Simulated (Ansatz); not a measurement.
Base system: CsCaBr3 in the cubic perovskite structure (space group Pm-3m, No. 221; a = 5.640 Å; a cell from a computed database, its experimental status unchecked). Axes: x, y, z lie along the cube axes.

Levels (all Ansatz, a quantum-chemistry and plane-wave program, PAW): PBEsol (420 eV, no spin-orbit coupling); HSE06 (420 eV, spin-orbit coupling left out).

Its gap is 4.40 eV with PBEsol and 5.75 eV with HSE06.

The change: tensile biaxial strain of 2.69 % in the plane normal to [001], as in epitaxy on a mismatched substrate; the out-of-plane cell vector and the atoms relax.

With PBEsol the gap becomes 4.26 eV.

Task: If the HSE06 correction stayed the same, what would the HSE06 gap be, and what does the HSE06 run give?

Result: A rigid correction of +1.35 eV gives 5.61 eV. The HSE06 run gives 5.59 eV, so the two effects roughly add.

Single points use the geometry relaxed with PBEsol. HSE06 gaps are upper bounds (no full band path). Whether these cells are dynamically stable was not tested. Many cubic perovskites are stable only at high temperature; tilts and polar distortions were not tested.
